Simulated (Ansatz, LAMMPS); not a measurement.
## Si well of 9 atomic layers along [001] in random Si0.8Ge0.2, Ge share that oscillates in the well

Cell 16.58 × 16.58 × 49.60 Å, Si540Ge108, 648 atoms. Prepared with Tersoff's 1989 multicomponent potential (SiCGe.tersoff) run with LAMMPS: minimisation. 

All values below come from PBE, support functions at accuracy medium on the grid of 370 eV (norm-conserving potentials; Ansatz, an electronic-structure program).

Basis: localised support functions (accuracy medium) on a full density matrix. k-points: zone centre alone; occupations: Fermi-Dirac, 0.010 eV; spin polarisation not allowed. No spin-orbit coupling.

The Kohn-Sham gap of the cell on its k-mesh is 0.52 eV and the weight of the highest filled level on the well is 0.23. The weight of the lowest empty level on the well is 0.78. The coordination (neighbours within 2.848 Å) is 100.0 % 4-fold, the Ge-Ge bonds, mean ± spread is 2.466 ± 0.006 Å and the Ge-Si bonds, mean ± spread is 2.421 ± 0.007 Å. The Si-Si bonds, mean ± spread comes out as 2.377 ± 0.006 Å, the bond angles, mean ± spread comes out as 109.5° ± 0.9° and the pressure is -0.51 GPa. The cost of the final run is about 40 core-minutes (a rough figure), 18 SCF iterations, 13 GiB.
